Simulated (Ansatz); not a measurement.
# H on the 1x1 (0001) surface of corundum (cut with top plane Al), one in a 1x1 cell, started at the site 'top O'

Host crystal: corundum, with a band gap (PBE, scalar-relativistic without spin-orbit coupling).

All values below come from r2SCAN, at the PBE geometry and the start's symmetry (plane waves to 500 eV, PAW; Ansatz, a program for electronic structure).

Set-up: 21 atoms, 6.7 Å thick at the start under the adsorbate (thin: gaps and levels are the slab's own); mesh 6x6x1; 0.01 eV smearing; dipole correction on; single point; no symmetry held, on the structure that PBE left; spin-polarised, ending with about 1.0 μB a cell; orders that need a larger cell were not tried, no spin-orbit, no U, no dispersion correction. The program's check for a lower electronic state was not made. At the end it is bonded to O. In PBE it is, or lies within 0.03 eV of, the lowest of the starts that converged; the order may differ at this level.

The adsorption energy against ½ H2(g) at the same level is 1.33 eV, the gap of the slab on its k-mesh is 1.38 eV and the highest filled level below the top vacuum level comes out as 4.80 eV. The change of the step from the bottom to the top vacuum level, against the clean slab comes out as 0.95 eV and the height of the binding atom over the mean of the host atoms within 0.3 Å of the top one comes out as 0.317 bohr. The magnetic moment of the cell comes out as 1.00 μB and the nearest host atoms of the binding atom comes out as O at 0.98 Å, O at 2.26 Å, Al at 2.35 Å. The caution is the clean host was not checked against rearrangement in a larger or rattled cell. The note comes out as in the relaxation the adsorbate left its starting site by 0.5 Å and the cost comes out as about 11 core-minutes (a rough figure).

A negative adsorption energy means that the adsorbate is more stable on the surface than in its reference.
